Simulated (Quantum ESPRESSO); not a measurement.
# σyy against uniaxial strain in bcc Mo (space group 229): C12 (Quantum ESPRESSO, LDA)

```yaml
crystal:
  lattice:
    - [-1.53229, 1.55562, 1.55562]
    - [1.53229, -1.55562, 1.55562]
    - [1.53229, 1.55562, -1.55562]
  atoms:
    - { symbol: Mo, position: [0.00000, 0.00000, 0.00000] }
```

Level of theory: LDA (PZ), GBRV 1.5 ultrasoft (LDA) pseudopotentials (plane waves; Quantum ESPRESSO 7.5). Settings: ecutwfc = 52 Ry; ecutrho = 416 Ry; occupations = smearing; smearing = fd; degauss = 0.0036749 Ry; potentials = {Mo: mo_lda_v1.uspp.F.UPF}; K_POINTS = automatic 40 40 40 0 0 0; conv_thr = 1e-10 Ry. The cell above is the first row's. The rows stretch one cube axis (x) by the strain ε and hold the other two. Stress is positive in tension. In all rows the k mesh is held.

| ε (%) | σyy (GPa) |
|---|---|
| -1.5 | ? |
| -1.0 | -1.64 |
| -0.5 | -0.70 |
| 0.0 | 0.22 |
| 0.5 | 1.12 |
| 1.0 | 1.99 |
| 1.5 | 2.83 |
| 2.0 | 3.66 |

Q: Using a parabola, estimate the missing σyy at ε = -1.5 from the other rows, showing the fit.

A: Least squares gives σyy = 0.221 + 1.8145·ε - 0.0481·ε². Residuals (row less fit): 0.002, -0.002, -0.001, 0.004, 0.003, -0.005, 0.002; standard error 0.004 (degrees of freedom: 4). The slope at ε = 0, 1.8145 GPa per cent, gives C12 ≈ 100 × 1.8145 = 181 GPa, for the static lattice. At the withheld row, σyy = 0.221 + 1.8145 × (-1.5) - 0.0481 × (-1.5)² = -2.609 GPa. The calculation gives -2.61 GPa, which the fit meets to the printed digits. The row lies outside the fitted rows, so this is an extrapolation. From the scatter of the fitted rows alone, a prediction at this place has a standard error of 0.007 GPa, so the miss is 0.1 times that.

Carrying the step between the two nearest rows on in a straight line would have given -2.58, off by 0.03; series whose last step already gives the withheld value aren't shown. The reference cell has the volume at which an earlier scan in this program and functional put its minimum by a fit. The unstrained cell stands at a pressure of -0.22 GPa, and the constants belong to that pressure. Spin polarisation is off. Without a gap such slopes are sensitive to mesh and smearing. Cutoffs and mesh are single choices, not tested for convergence of this quantity. Series with a scatter that would blur these digits, or in which a gap closes, are not shown. Strain series were run only where this level's volume lies within 10 % of a first guess from the measured size.
